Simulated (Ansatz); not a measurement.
Migration barriers of interstitials in oxides: PBE bands (Ansatz, a quantum-chemistry and plane-wave program, plane waves to 420 eV, PAW, climbing-image NEB) beside r2SCAN single points (500 eV) at the PBE geometries. Forward barriers of single hops from the lowest site run, static nuclei, no finite-size correction. The rows are a random draw from the bands that converged and passed our checks of state and shape. Saddle orders were checked for a part of the study's bands only and are not shown. Charge states are imposed. Spin-orbit coupling is left out.

```json
[
 {"Defect": "interstitial Ca in rock-salt CaO, charge +2", "Route": "Ca moves farthest", "Hop (Å), direction in the unit cell": "2.41 along (0.00, 0.00, -0.50)", "End over start, densest mesh run (eV)": "0.00", "Cell and PBE mesh": "64 sites, Γ", "r2SCAN k-points": "same mesh", "PBE (eV)": "1.25", "r2SCAN (eV)": "1.31"},
 {"Defect": "interstitial F in corundum, charge -1", "Route": "F moves farthest", "Hop (Å), direction in the unit cell": "3.53 along (0.33, 0.67, 0.17)", "End over start, densest mesh run (eV)": "0.00", "Cell and PBE mesh": "120 sites, Γ", "r2SCAN k-points": "same mesh", "PBE (eV)": "2.23", "r2SCAN (eV)": "2.30"},
 {"Defect": "interstitial Na in anatase TiO2, charge +1", "Route": "Na moves farthest", "Hop (Å), direction in the unit cell": "1.23 along (0.00, 0.00, 0.13)", "End over start, densest mesh run (eV)": "0.00", "Cell and PBE mesh": "108 sites, Γ", "r2SCAN k-points": "same mesh", "PBE (eV)": "0.13", "r2SCAN (eV)": "(withheld)"},
 {"Defect": "interstitial Na in beta Ga2O3, charge +1", "Route": "Na moves farthest", "Hop (Å), direction in the unit cell": "3.28 along (-0.22, 0.50, 0.06)", "End over start, densest mesh run (eV)": "1.09", "Cell and PBE mesh": "120 sites, Γ", "r2SCAN k-points": "same mesh", "PBE (eV)": "2.66", "r2SCAN (eV)": "2.69"},
 {"Defect": "interstitial O in rutile TiO2, charge -2", "Route": "O moves farthest", "Hop (Å), direction in the unit cell": "1.09 along (0.01, 0.17, -0.25)", "End over start, densest mesh run (eV)": "0.35", "Cell and PBE mesh": "72 sites, one k-point at (0.250, 0.250, 0.250)", "r2SCAN k-points": "same mesh", "PBE (eV)": "0.51", "r2SCAN (eV)": "0.49"},
 {"Defect": "interstitial K in beta Ga2O3, charge +1", "Route": "K moves farthest", "Hop (Å), direction in the unit cell": "1.70 along (0.03, 0.50, 0.12)", "End over start, densest mesh run (eV)": "0.00", "Cell and PBE mesh": "120 sites, Γ", "r2SCAN k-points": "same mesh", "PBE (eV)": "0.24", "r2SCAN (eV)": "0.26"},
 {"Defect": "interstitial O in polar orthorhombic HfO2, charge -2", "Route": "O moves farthest", "Hop (Å), direction in the unit cell": "1.87 along (-0.25, -0.23, 0.11)", "End over start, densest mesh run (eV)": "0.00", "Cell and PBE mesh": "96 sites, Γ", "r2SCAN k-points": "same mesh", "PBE (eV)": "0.65", "r2SCAN (eV)": "(withheld)"},
 {"Defect": "interstitial Be in beta Ga2O3, charge +2", "Route": "Be moves farthest", "Hop (Å), direction in the unit cell": "2.37 along (-0.19, 0.00, -0.05)", "End over start, densest mesh run (eV)": "0.41", "Cell and PBE mesh": "120 sites, Γ", "r2SCAN k-points": "same mesh", "PBE (eV)": "1.76", "r2SCAN (eV)": "1.76"}
]
```

Q: Some entries are withheld; supply them.

A: 
- interstitial Na in anatase TiO2, charge +1, r2SCAN (eV): 0.15
- interstitial O in polar orthorhombic HfO2, charge -2, r2SCAN (eV): 0.69
